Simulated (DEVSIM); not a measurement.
## abrupt Si p-n junction

Device: abrupt Si p-n junction, at 300 K.

```tsv
layer (left to right)	material	thickness (μm)	Nd (cm⁻³)	Na (cm⁻³)	τn (s)	τp (s)
1	Si	73.0	-	8.4e18	1.8e-7	1.8e-7
2	Si	6.50	3.9e16	-	1.8e-7	1.8e-7
```

Left contact: ohmic. Right contact: ohmic. Voltage is applied to the left contact. Recombination: SRH at mid-gap, radiative. Mobility is μmin + (μ − μmin)/(1 + (N/Nref)^α).

Constants are typed, rounded textbook-type inputs, not results; the design itself was drawn at random and stands for no fabricated device. Values at 300 K.

| parameter | Si |
|---|---|
| gap (eV) | 1.124 |
| affinity (eV) | 4.05 |
| permittivity | 11.7 |
| Nc (cm⁻³) | 2.86e19 |
| Nv (cm⁻³) | 3.1e19 |
| μn (cm²/Vs) | 1417 |
| μp (cm²/Vs) | 470 |
| μn,min | 52 |
| μp,min | 45 |
| Nref,n | 9.7e16 |
| Nref,p | 2.2e17 |
| αn | 0.68 |
| αp | 0.72 |
| B (cm³/s) | 4.7e-15 |

DEVSIM, 1D drift-diffusion, Boltzmann statistics, complete ionisation; no tunnelling, impact ionisation, image-force lowering or self-heating.

* **Potential step across the device at zero bias**: 0.920 V
* **Largest field in the device at zero bias**: 180000 V/cm
* **Dark forward voltage at 1 A/cm²**: 0.661 V
* **Dark forward voltage at 100 A/cm²**: 0.798 V

Dark forward current:

| V (V) | J (A/cm²) |
|---|---|
| 0.05 | 1.1e-8 |
| 0.10 | 4.0e-8 |
| 0.15 | 1.2e-7 |
| 0.20 | 3.5e-7 |
| 0.25 | 1.0e-6 |
| 0.35 | 1.3e-5 |
| 0.40 | 6.2e-5 |
| 0.45 | 0.00034 |
| 0.50 | 0.0021 |
| 0.55 | 0.014 |
| 0.60 | 0.095 |
| 0.65 | 0.65 |
| 0.70 | 4.3 |
| 0.75 | 25 |
| 0.80 | 100 |
| 0.90 | 590 |
| 0.95 | 970 |
| 1.00 | 1400 |
| 1.05 | 1900 |
| 1.10 | 2400 |

Dark reverse current:

```json
[
 {"V (V)": "-0.04", "J (A/cm²)": "-4.6e-9"},
 {"V (V)": "-0.10", "J (A/cm²)": "-9.2e-9"},
 {"V (V)": "-0.20", "J (A/cm²)": "-1.5e-8"},
 {"V (V)": "-0.30", "J (A/cm²)": "-2.1e-8"},
 {"V (V)": "-0.40", "J (A/cm²)": "-2.6e-8"},
 {"V (V)": "-0.60", "J (A/cm²)": "-3.5e-8"},
 {"V (V)": "-0.80", "J (A/cm²)": "-4.4e-8"},
 {"V (V)": "-1.00", "J (A/cm²)": "-5.1e-8"},
 {"V (V)": "-1.30", "J (A/cm²)": "-6.2e-8"},
 {"V (V)": "-1.60", "J (A/cm²)": "-7.2e-8"},
 {"V (V)": "-2.00", "J (A/cm²)": "-8.4e-8"}
]
```
